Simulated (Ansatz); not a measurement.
Ta: alloy series

Take Ta in the bcc (W type) structure (space group Im-3m, No. 229; a = 3.282 Å) as the base.

The other end (x = 1) is W in the bcc (W type) structure (space group Im-3m, No. 229): 15.69 Å³/atom, gap zero.

W replaces a fraction x of Ta; each row is one arrangement (x, atoms in the cell, starting space group or random), fully relaxed.

All numbers come from PBEsol (Ansatz, a first-principles code, PAW, without spin-orbit coupling).

Notes on the quantities. mixing energy: to 0.01 eV only: unlike meshes or grids.

| case | volume per atom | mixing energy |
|---|---|---|
| base | 17.68 Å³ | – |
| x(W) = 0.333, 3 atoms, P-3m1 | ? | ? |
| x(W) = 0.5, 4 atoms, P4/nmm | 16.54 Å³ | -0.09 eV/atom |
| x(W) = 0.5, 4 atoms, Imma | 16.54 Å³ | ? |
| x(W) = 0.667, 3 atoms, I4/mmm | 16.23 Å³ | ? |

Problem. Complete the table.

Solution. 
- x(W) = 0.333, 3 atoms, P-3m1, volume per atom: 16.88 Å³
- x(W) = 0.333, 3 atoms, P-3m1, mixing energy: -0.06 eV/atom
- x(W) = 0.5, 4 atoms, Imma, mixing energy: -0.11 eV/atom
- x(W) = 0.667, 3 atoms, I4/mmm, mixing energy: -0.12 eV/atom

Each cell is one ordered arrangement of few atoms, which overstates ordering effects compared with a random alloy. No phonon test of stability was made. The final runs are not spin-polarised. An odd electron count without spin: TaW2.
